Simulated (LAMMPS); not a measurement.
Consider InP (zinc blende), 1728 atoms, at 1010 K and 0 GPa, heated as the crystal in molecular dynamics.

Method: classical MD, pair style vashishta, file InP.vashishta, run in LAMMPS.

| r (Å) | g(r), In-P |
|---|---|
| 2.180 | 0.000 |
| 2.220 | 0.003 |
| 2.260 | 0.034 |
| 2.300 | 0.213 |
| 2.340 | 0.799 |
| 2.380 | 2.10 |
| 2.420 | 3.96 |
| 2.460 | 5.98 |
| 2.500 | 7.75 |
| 2.540 | 8.30 |
| 2.580 | 7.90 |
| 2.620 | 6.92 |
| 2.660 | 5.52 |
| 2.700 | 4.10 |
| 2.740 | 3.10 |
| 2.780 | 2.05 |
| 2.820 | 1.46 |
| 2.860 | 0.909 |
| 2.900 | 0.621 |
| 2.940 | 0.385 |
| 2.980 | 0.302 |
| 3.020 | 0.209 |
| 3.060 | 0.124 |
| 3.100 | 0.077 |
| 3.140 | 0.056 |
| 3.180 | 0.040 |
| 3.220 | 0.024 |
| 3.260 | 0.010 |
| 3.300 | 0.010 |
| 3.340 | 0.006 |
| 3.380 | 0.005 |
| 3.420 | 0.003 |
| 3.460 | 0.004 |
| 3.500 | 0.001 |
| 3.540 | 0.001 |
| 3.580 | 0.000 |
| 3.620 | 0.000 |
| 3.660 | 0.000 |
| 3.700 | 0.000 |
| 3.740 | 0.001 |
| 3.780 | 0.001 |
| 3.820 | 0.001 |
| 3.860 | 0.001 |
| 3.900 | 0.002 |
| 3.940 | 0.003 |
| 3.980 | 0.005 |
| 4.020 | 0.006 |
| 4.060 | 0.011 |
| 4.100 | 0.014 |
| 4.140 | 0.024 |
| 4.180 | 0.037 |
| 4.220 | 0.058 |
| 4.260 | 0.093 |
| 4.300 | 0.127 |
| 4.340 | 0.184 |
| 4.380 | 0.256 |
| 4.420 | 0.357 |
| 4.460 | 0.485 |
| 4.500 | 0.654 |
| 4.540 | 0.895 |
| 4.580 | 1.11 |
| 4.620 | 1.41 |
| 4.660 | 1.74 |
| 4.700 | 2.06 |
| 4.740 | 2.43 |
| 4.780 | 2.70 |
| 4.820 | 3.03 |
| 4.860 | 3.34 |
| 4.900 | 3.38 |
| 4.940 | 3.44 |
| 4.980 | 3.38 |
| 5.020 | 3.26 |
| 5.060 | 3.03 |
| 5.100 | 2.75 |
| 5.140 | 2.43 |
| 5.180 | 2.12 |
| 5.220 | 1.73 |
| 5.260 | 1.39 |
| 5.300 | 1.10 |
| 5.340 | 0.829 |
| 5.380 | 0.634 |
| 5.420 | 0.449 |
| 5.460 | 0.322 |
| 5.500 | 0.231 |
| 5.540 | 0.159 |
| 5.580 | 0.096 |
| 5.620 | 0.069 |
| 5.660 | 0.041 |
| 5.700 | 0.030 |
| 5.740 | 0.021 |
| 5.780 | 0.021 |
| 5.820 | 0.020 |
| 5.860 | 0.032 |
| 5.900 | 0.044 |
| 5.940 | 0.072 |
| 5.980 | 0.117 |
| 6.020 | 0.192 |
| 6.060 | 0.292 |
| 6.100 | 0.415 |
| 6.140 | 0.587 |
| 6.180 | 0.790 |
| 6.220 | 0.994 |

Read from the full data:
- state found: crystal; no diffusion seen in 30 ps
- first peak of g(r), In-P: 2.55 Å, height 8.3
- coordination number of In by P: 4.00 (counted to 3.70 Å)
- coordination number of P by In: 4.00 (counted to 3.70 Å)
